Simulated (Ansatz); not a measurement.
The starting structures come from a database of crystals and need not be the phases stable at ambient conditions.

**Evanescent states of MgO (P6_3/mmc, 4 atoms a cell, 11.0 Å³ an atom) along the normal of (110)**

Level of theory: r2SCAN (plane waves, PAW; Ansatz, a quantum-chemistry and plane-wave program).

No gap correction and no spin-orbit coupling; mid-gap is the computed energy nearest the middle.

Energies count from the valence-band top; κ is the least over a 8×6 mesh across the current.

```json
[
 {"E (eV)": "0.10", "κ (1/Å)": "0.228", "where": "Γ"},
 {"E (eV)": "0.30", "κ (1/Å)": "0.318", "where": "Γ"},
 {"E (eV)": "0.50", "κ (1/Å)": "0.332", "where": "Γ"},
 {"E (eV)": "0.70", "κ (1/Å)": "0.341", "where": "Γ"},
 {"E (eV)": "0.90", "κ (1/Å)": "0.348", "where": "Γ"},
 {"E (eV)": "1.10", "κ (1/Å)": "0.353", "where": "Γ"},
 {"E (eV)": "1.30", "κ (1/Å)": "0.355", "where": "Γ"},
 {"E (eV)": "1.50", "κ (1/Å)": "0.355", "where": "Γ"},
 {"E (eV)": "1.70", "κ (1/Å)": "0.353", "where": "Γ"},
 {"E (eV)": "1.90", "κ (1/Å)": "0.349", "where": "Γ"},
 {"E (eV)": "2.10", "κ (1/Å)": "0.343", "where": "Γ"},
 {"E (eV)": "2.30", "κ (1/Å)": "0.334", "where": "Γ"},
 {"E (eV)": "2.50", "κ (1/Å)": "0.324", "where": "Γ"},
 {"E (eV)": "2.70", "κ (1/Å)": "0.310", "where": "Γ"},
 {"E (eV)": "2.90", "κ (1/Å)": "0.294", "where": "Γ"},
 {"E (eV)": "3.10", "κ (1/Å)": "0.275", "where": "Γ"},
 {"E (eV)": "3.30", "κ (1/Å)": "0.251", "where": "Γ"},
 {"E (eV)": "3.50", "κ (1/Å)": "0.222", "where": "Γ"},
 {"E (eV)": "3.70", "κ (1/Å)": "0.185", "where": "Γ"},
 {"E (eV)": "3.90", "κ (1/Å)": "0.133", "where": "Γ"}
]
```

Question: How thick must the barrier be to attenuate the transmission by 10^8 when the electrodes' Fermi level lies at 3.30 eV, and what attenuation does that film give at 3.50 eV?

Answer: d = 8 ln 10 / (2 × 0.251) = 36.7 Å. At 3.50 eV it gives 8 × 0.222/0.251 = 7.1 decades.
